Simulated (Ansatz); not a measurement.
Cell and atoms of amorphous Ta$_{16}$O$_{43}$Al$_{2}$:

```xyz
61
Lattice="9.5838 0.0000 0.0000 0.0000 9.5838 0.0000 0.0000 0.0000 9.5838" Properties=species:S:1:pos:R:3 pbc="T T T"
Ta     3.2808     3.0531     0.8996
Ta     3.5207     4.1192     6.7574
Ta     6.2072     4.2092     2.9234
Ta     3.0730     5.8065     3.2852
Ta     9.1007     8.1267     4.8496
Ta     8.2968     2.5204     0.6293
Ta     7.3142     7.2826     1.6940
Ta     1.7867     7.5477     7.8958
Ta     4.3816     1.0209     4.8334
Ta     4.7962     7.9285     7.3755
Ta     7.4112     0.6018     7.2742
Ta     0.0089     4.5607     5.1319
Ta     6.9392     5.1700     8.0422
Ta     7.5702     2.1035     4.5649
Ta     0.9998     1.0722     3.2988
Ta     3.9030     9.0716     1.3873
O      0.1891     3.4765     0.0615
O      7.5325     2.6081     2.4257
O      0.0975     2.7708     4.2039
O      5.2931     4.3647     7.4144
O      2.4571     1.1510     4.4943
O      8.8514     8.0170     1.0107
O      3.4989     4.9030     5.0847
O      0.9055     8.6667     3.7160
O      6.3391     0.7667     5.5217
O      7.6847     7.8535     3.4783
O      7.5947     4.1003     4.5906
O      3.9632     1.2770     0.5576
O      2.8883     4.8794     1.7301
O      5.0442     5.5957     3.3333
O      2.6952     3.7439     8.6984
O      1.2399     5.2998     3.9365
O      8.6635     4.7818     7.3125
O      0.9923     6.1366     8.7517
O      5.8442     9.4328     8.0258
O      2.0833     2.4158     2.1662
O      3.8626     2.3594     6.2539
O      1.9894     9.4529     1.6642
O      3.2975     7.4925     2.5636
O      8.1034     1.0545     9.0028
O      5.0300     3.5473     1.5602
O      4.5022     0.3277     3.0833
O      7.0721     3.6085     9.2591
O      1.3747     4.2109     6.5568
O      5.7189     8.2740     1.3496
O      1.0990     7.7369     6.1965
O      3.4256     6.4953     7.2835
O      8.1174     2.2134     6.4374
O      6.1901     6.7708     6.9737
O      8.3784     8.8122     6.5640
O      4.1955     8.9304     5.8758
O      5.6081     2.6048     4.1336
O      8.7240     0.5807     4.1982
O      7.4913     5.3816     2.1634
O      9.4311     1.1055     1.5931
O      3.6109     8.2674     9.0293
O      8.7896     6.2774     5.1286
O      6.9781     6.3381     9.4488
O      1.0167     9.0760     8.6714
Al     0.7556     4.4468     8.2724
Al     0.4693     9.2627     0.7192
```

Computed with PBE, scalar-relativistic without spin-orbit coupling (plane waves to 420 eV, PAW; Ansatz, a quantum-chemistry and plane-wave program).

Preparation: random packing, a CHGNet melt and quench, and a DFT relaxation. O atoms were pushed apart under 1.9 Å during the dynamics, to hinder bonds among them. The hot cell started wider than the set density and was brought back towards it in steps. It is the lowest in DFT energy of 2 quenches. It is a model cell: composition and starting density were chosen by hand, and all elements were melted together. No dispersion term was used. Its density started from a set value of 7.12 and ended at 6.86 g/cm³. Cooling (nominally 240 K/ps over its main leg) ran many orders faster than in experiment, which tends to leave more defects and strain. One small periodic cell is one sample of the glass; other quenches scatter about these values. The volume was free in the relaxation, at fixed shape. Stress components on the final sampling reach 1.7 GPa.

Cut-offs for bonds: Ta-Ta 3.12 Å, Ta-O 2.56 Å, Ta-Al 2.89 Å, O-O 1.58 Å, O-Al 2.24 Å, Al-Al 2.66 Å. Two cations that share two anions don't count as bonded, nor two that share one unless they lie closer than Ta-Ta 3.04 Å, Ta-Al 2.81 Å, Al-Al 2.59 Å.

Give the coordination numbers, mean bond lengths and angles.


- Mean coordination of Ta by anions: 5.62 (8 with 5, 6 with 6, 2 with 7)
- Mean coordination of O: 2.30 (30 with 2, 13 with 3)
- Mean coordination of Al by anions: 4.50 (1 with 4, 1 with 5)
- Mean Ta-O bond: 1.997 Å (spread 0.125 Å, 90 counted)
- Mean O-Al bond: 1.836 Å (spread 0.114 Å, 9 counted)
- Bond angle at Ta: mean 104.4°, spread 27.8°
- Bond angle at O: mean 130.1°, spread 22.3°
- Bond angle at Al: mean 107.6°, spread 21.2°

List the pairs of like atoms that count as bonded by the rules above.

There are none by these rules.
